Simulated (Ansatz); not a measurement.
## How far PBE and r2SCAN part for SiO2, isotropic strain −0.91 %

The parent structure is SiO₂ in the rutile structure (space group P4_2/mnm, No. 136; a = 4.236 Å, c = 2.690 Å).

(Cell as relaxed with PBE.)

Levels (all Ansatz, a quantum-chemistry and plane-wave program, PAW, earlier PAW set): PBE (420 eV, no SOC); r2SCAN (500 eV, no SOC).

Each level relaxes its own structure.

| base | PBE | r2SCAN |
|---|---|---|
| volume per atom | 8.04 Å³ | 7.79 Å³ |
| lattice parameter a | 4.236 Å | 4.185 Å |
| band gap | 5.05 eV | 6.53 eV |

Modification: every lattice vector is shortened by 0.91 %, atoms relaxed at fixed cell.

```csv
quantity,PBE,r2SCAN
electron mass,"0.38 mₑ along c, 0.48 mₑ across (at Γ)","0.39 mₑ along c, 0.51 mₑ across (at Γ)"
"pressure (mean of the normal stresses, compression positive)",8.11 GPa,9.27 GPa
shift of the gap caused by the change,+0.44 eV,+0.48 eV
```

PBE's pressure lies 1.16 GPa below r2SCAN's; PBE's shift of the gap caused by the change lies 0.04 eV below r2SCAN's. Neither level is exact; r2SCAN is the comparison here, not a measurement.

Effective masses come from finite differences of ±0.01 Å⁻¹. No phonon test of stability was made.
